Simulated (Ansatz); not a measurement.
AlB2-type TiB₂ was calculated with BLYP in Ansatz (plane waves, PAW).

Run with plane-wave cutoff 520 eV, 18×18×12 k mesh (along the axes of the cell as run), Fermi–Dirac smearing 0.1 eV, perturbation theory, no spin polarisation, scalar-relativistic PAW data made under PBE.

Computed at the level's own relaxed cell.

```
CELL_PARAMETERS angstrom
      3.04270     0.00000     0.00000
     -1.52135     2.63506     0.00000
      0.00000     0.00000     3.29072
ATOMIC_POSITIONS crystal
  Ti 0.00000 0.00000 0.00000
  B  0.66667 0.33333 0.50000
  B  0.33333 0.66667 0.50000
```

Harmonic phonon frequencies (cm⁻¹; i marks an imaginary mode):

```json
[
 {"q point": "Γ", "frequencies": "0 0 0 473 473 473 528 839 839"},
 {"q point": "M", "frequencies": "277 291 340 492 503 520 772 784 795"},
 {"q point": "K", "frequencies": "311 313 313 510 510 643 712 712 846"},
 {"q point": "A", "frequencies": "266 266 308 389 389 486 602 848 848"},
 {"q point": "L", "frequencies": "294 302 319 506 529 573 758 762 814"},
 {"q point": "H", "frequencies": "301 301 306 548 548 630 713 713 834"}
]
```

No imaginary mode appears at these points.

Ansatz is a first-principles code.
